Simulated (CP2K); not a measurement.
CP2K run on SrAg5 (P1, 6 atoms in the cell): self-consistent single point.

Level of theory: PBEsol, GPW, DZVP-MOLOPT-SR-GTH basis, GTH-PBE potentials (GTH_POTENTIALS) (CP2K).

The change in words: atoms moved at random. Reference geometry:
```
SrAg5
1.0
    5.71045     0.00000     0.00000
   -2.85522     4.94540     0.00000
    0.00000     0.00000     4.60490
Sr Ag
1 5
Direct
  0.00000   0.00000   0.00000
  0.66667   0.33333   0.00000
  0.33333   0.66667   0.00000
  0.50000   0.00000   0.50000
  0.50000   0.50000   0.50000
  0.00000   0.50000   0.50000
```

Reference input (self-consistent single point, DFT PBEsol, GPW, DZVP-MOLOPT-SR-GTH basis, GTH-PBE potentials (GTH_POTENTIALS)): CUTOFF = 500 Ry; REL_CUTOFF = 50 Ry; SMEAR/METHOD = FERMI_DIRAC; ELECTRONIC_TEMPERATURE = 580.23 K; KPOINTS/SCHEME = MONKHORST-PACK 5 5 5; XC_FUNCTIONAL = PBE:PBESOL; Sr/BASIS_SET = DZVP-MOLOPT-SR-GTH; Sr/POTENTIAL = GTH-PBE-q10; Ag/BASIS_SET = DZVP-MOLOPT-SR-GTH; Ag/POTENTIAL = GTH-PBE-q11; METHOD = GPW; EPS_DEFAULT = 1e-10. This run's input differs from it in these lines:

```diff
@@ -72,8 +72,8 @@
       SCALED
-      Sr       0.00000000     0.00000000     0.00000000
-      Ag       0.66666700     0.33333300     0.00000000
-      Ag       0.33333300     0.66666700     0.00000000
-      Ag       0.50000000     0.00000000     0.50000000
-      Ag       0.50000000     0.50000000     0.50000000
-      Ag       0.00000000     0.50000000     0.50000000
+      Sr       0.00158800     0.00461900    -0.00271800
+      Ag       0.66318300     0.32653600     0.00671200
+      Ag       0.34046700     0.66369700    -0.00666000
+      Ag       0.49028300    -0.00873200     0.49346900
+      Ag       0.50374700     0.51295300     0.50179100
+      Ag       0.00073400     0.50092600     0.50740700
     &END COORD
```

The program printed (abridged):

```
 SCF WAVEFUNCTION OPTIMIZATION

  Step     Update method      Time    Convergence         Total energy    Change
     1 NoMix/Diag. 0.30E+00      -     1.73414500      -215.6802806416 -2.16E+02
     2 Broy./Diag. 0.30E+00      -     0.19066142      -221.3492702141 -5.67E+00
     3 Broy./Diag. 0.30E+00      -     0.24791599      -218.1153393007  3.23E+00
     4 Broy./Diag. 0.30E+00      -     0.04678511      -215.6610053904  2.45E+00
     5 Broy./Diag. 0.30E+00      -     0.01307673      -215.3200433487  3.41E-01
     6 Broy./Diag. 0.30E+00      -     0.00801470      -215.4117945910 -9.18E-02
   [... 12 lines left out ...]
    19 Broy./Diag. 0.30E+00      -     0.00000066      -215.5037345472 -2.23E-06
    20 Broy./Diag. 0.30E+00      -     0.00000029      -215.5037346187 -7.15E-08
    21 Broy./Diag. 0.30E+00      -     0.00000013      -215.5037345432  7.56E-08
    22 Broy./Diag. 0.30E+00      -     0.00000010      -215.5037343215  2.22E-07
  *** SCF run converged in    22 steps ***

  Overlap energy of the core charge distribution:               0.00000001534241
  Self energy of the core charge distribution:               -358.18615008130587
  Core Hamiltonian energy:                                    113.56169450536406
  Hartree energy:                                              62.05023583218765
  Exchange-correlation energy:                                -32.92837672427303
  Electronic entropic energy:                                  -0.00113786894246
  Fermi energy:                                                 0.25201474551360

  Total energy:                                              -215.50373432148979
  Total energy (extrapolated to T->0):                       -215.50316538701856

   [... lines left out ...]

 STRESS| Analytical stress tensor [bar]
 STRESS|                        x                   y                   z
 STRESS|      x       -1.67254246185E+04  -1.00100074730E+01  -5.72508580121E+02
 STRESS|      y       -1.00100074730E+01  -1.61959780415E+04  -7.56978626186E+01
 STRESS|      z       -5.72508580121E+02  -7.56978626186E+01   2.51742760223E+03
 STRESS| 1/3 Trace                                            -1.01346583526E+04
```

The run converged in 22 iterations. Against the reference run the free energy rises by 7.8 meV/atom, the pressure goes from -1.24 to -1.01 GPa and the largest force goes from 0.000 to 0.570 eV/Å.

The starting cell comes from a database of computed structures (which also holds hypothetical and non-ambient phases and stackings), without a prior relaxation at this level. For this run, on top of that: atoms moved at random. Values carry the incompleteness of an atom-centred basis. The potentials were made for another functional than the one used.

Cost on one core of a shared machine: roughly 70 s.
